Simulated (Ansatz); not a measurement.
Worked calculations on one periodic cell of amorphous Si₃₀N₄₅Ta₃: Si30N45Ta3, 78 atoms, volume 886.2 Å³, made by a melt-quench on the CHGNet potential and relaxed with DFT. N atoms were pushed apart under 1.9 Å during the dynamics, to hinder bonds among them. It is a model cell: composition and starting density were chosen by hand, and all elements were melted together. Cycles of charging were run to anneal it. All values below come from PBE, scalar-relativistic without spin-orbit coupling (plane waves to 420 eV, PAW; Ansatz, a first-principles code). Sampling: a 2×2×2 Γ-centred mesh; Fermi-Dirac width 0.02 eV; no spin polarisation. Its volume was held where the quench left it, its shape was held as a cube, and it stands at a mean pressure of 2.7 GPa with stress components up to 6.3 GPa; the relaxation ran on the zone centre alone. Its density went from a set 3.78 to 3.78 g/cm³. The cell is small and was quenched far faster than a real film, so it is one sample of the glass.

Count formal charges (Si +4, N -3, Ta +5). What does the count lead one to expect at the Fermi level, and what does the calculation give?

30 × (+4) + 45 × (-3) + 3 × (+5) = 0. The charges balance, so the anion-derived valence states can be full and a gap can open. On this mesh the highest filled and lowest empty level lie 1.57 eV apart; localised defect or tail levels set that (at the zone centre the more localised edge state sits most on one N atom with neighbours Si 1.59 Å, Si 1.65 Å), and the nearest spread-out levels lie 2.3 eV apart.

Four energies for a hole at PBE on the zone centre alone (charged cells in a uniform background, spin-polarised): neutral at the neutral geometry -66206.428 eV; charged at the neutral geometry -66214.432 eV; charged and relaxed -66214.632 eV; neutral at the charged geometry -66206.091 eV.

Find the two relaxation energies and their sum, the reorganisation energy.

On charging: -66214.432 − (-66214.632) = 0.200 eV. On discharging: -66206.091 − (-66206.428) = 0.337 eV. The sum is 0.537 eV. The carrier's level spreads over 5 of the 78 atoms' worth, so it counts as localised, most on one N atom with neighbours Si 1.59 Å, Si 1.65 Å (neutral geometry). The values are uncorrected: the image energy of a point charge in this cell, 2.84 × 14.40 / (2 × 9.6) = 2.1 eV before screening, is screened by electrons alone at the fixed geometry and by ions too after relaxing, and the carrier can be spread before it relaxes, so each term can be off by up to that value times 1/ε∞, some tenths of an eV. PBE's self-interaction favours spread-out carriers, so a hybrid can localise more.
